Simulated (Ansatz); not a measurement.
Take BeSe in the zinc blende structure (space group F-43m, No. 216; a = 5.129 Å) as the base.

Level of theory: PBEsol in Ansatz (plane waves to 420 eV, PAW, no spin-orbit coupling).

Base values:

Hole mass: 0.23, 0.46, 0.46 mₑ (at Γ)
Pressure: 0.00 GPa
Band gap: 2.47 eV

One thing is altered: an isotropic linear strain of +1.50 %; the atoms relax in the strained cell.

Task: What does the calculation give for the hole mass after the change?

Result: The hole mass (degenerate bands, along [100]) becomes 0.23, 0.49, 0.49 mₑ (at Γ) (base: 0.23, 0.46, 0.46 mₑ (at Γ)).

Task: How does this affect the pressure?

Result: The pressure goes from zero to -3.26 GPa.

Task: Estimate the effect on the band gap.

Result: The band gap rises by 0.09 eV (2.47 eV → 2.56 eV).

Masses are band curvatures over ±0.01 Å⁻¹ around the edge. No phonon test of stability was made.

Ansatz is an electronic-structure program.
